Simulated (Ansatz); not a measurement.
## GaN in the zinc blende structure (space group F-43m, No. 216)

GaN is taken in the cubic space group F-43m (No. 216), the zinc blende structure, Pearson symbol cF8. Cell: a = 4.4979 Å, b = 4.4979 Å, c = 4.4979 Å, α = 90.00°, β = 90.00°, γ = 90.00°. N on 4c sees 4 Ga at 1.948 Å (tetrahedral). Ga on 4a has 4 N at 1.948 Å (tetrahedral). (Neighbours: up to the widest gap in distance over summed covalent radii, below 1.35, at either atom; cation-cation and far metal-metal contacts left out.)
(The calculation used a cell of 2 atoms; values per cell refer to that cell.)

Method: r2SCAN, PAW, 500 eV (Ansatz, a program for electronic structure; no spin-orbit coupling). k-mesh 13×13×13 (Γ-centred); smearing 0.05 eV (Fermi–Dirac).

```json
{
 "volume_per_atom": "11.37 Å³",
 "density": "6.11 g/cm³",
 "band_gap": "2.17 eV, direct at Γ",
 "electron_mass": "0.17 mₑ",
 "Hole mass (degenerate bands, along [100])": "0.18, 0.86, 0.86 mₑ",
 "Lowest conduction-band minima above the VBM": "Γ 2.17 eV",
 "total_energy": "-2088.187 eV/atom (σ→0; compares only within this code and set-up)"
}
```

Effective masses come from finite differences of ±0.01 Å⁻¹. Whether these cells are dynamically stable was not tested. This is not the structure that GaN has at room temperature and ambient pressure.
